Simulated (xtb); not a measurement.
xtb 6.7.1, GFN1-xTB: CC(C)[O], charge 0, multiplicity 2, 11 atoms. The geometry is a generated start, not checked to be a minimum at this level.

| Property | Result |
|---|---|
| method | GFN1-xTB |
| --acc | 1 (default) |
| --etemp (K) | 300 (default) |
| detailed input (--input) | none: ANC optimiser, Lindh (1995) Hessian, microcycle=20, maxdispl=1.0, hlow=0.01 (default) |
| basis functions | 30 |
| valence electrons | 25 |

```xyz
11

C     -1.2107    -0.4833     0.1116
C     -0.1114     0.5937    -0.0641
C      1.3069    -0.0192    -0.0394
O     -0.2672     1.6715     0.6669
H     -1.0164    -1.0175     1.0385
H     -1.2022    -1.1884    -0.7140
H     -2.1855    -0.0104     0.1808
H     -0.2494     0.9474    -1.1221
H      1.5315    -0.3188     0.9829
H      1.3580    -0.8879    -0.6888
H      2.0465     0.7129    -0.3523
```

Charge 0 and multiplicity 2 are set for this test and not shown to be the ground state. GFN-xTB has no spin term: --uhf 1 sets the occupations alone.

The structure is relaxed from this start with --opt LEVEL for the levels crude, sloppy, loose, lax, normal, tight, vtight, extreme, once each. Up to the end of the extreme run atoms move by at most 0.13 Å along an axis.

### Question
Choose the cheapest level whose final energy lies within 1 meV of that of extreme.

### Answer
normal: 11 cycles against 19, ending 0.20 meV above.

```tsv
level	cycles	energy above the extreme run (meV)	gradient norm (eV/Å)
crude	2	5.7	0.42
sloppy	3	3.4	0.15
loose	4	2.4	0.096
lax	6	1.3	0.068
normal	11	0.20	0.012
tight	15	0.021	0.0043
vtight	19	under 0.01	0.00080
extreme	19	—	0.00080
```
